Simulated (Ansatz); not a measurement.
InSb: response to strain

The reference is InSb in the zinc blende structure (space group F-43m, No. 216).

Space group F-43m (No. 216); a = 6.6351 Å, b = 6.6351 Å, c = 6.6351 Å, α = 90.00°, β = 90.00°, γ = 90.00°

```csv
atom,site,symmetry,x,y,z
In,4a,-43m,0.0000,0.0000,0.0000
Sb,4d,-43m,0.7500,0.7500,0.7500
```
(The calculation used a cell of 2 atoms; values per cell refer to that cell.)

Strains are applied to the cell and any free atomic positions relax.

Method: plane-wave PAW DFT at the PBE level (Ansatz, a program for electronic structure, 420 eV), spin-orbit coupling left out.

Candidates:
(a) isotropic strain −2.50 %
(b) isotropic strain +3.00 %
(c) isotropic strain +2.00 %

Notes on the quantities. energy relative to the base: free energy F.

Order them by energy relative to the base, lowest first.

(c) isotropic strain +2.00 % (+14 meV/atom), (a) isotropic strain −2.50 % (+26 meV/atom), (b) isotropic strain +3.00 % (+30 meV/atom)

Whether these cells are dynamically stable was not tested. The final runs are not spin-polarised.
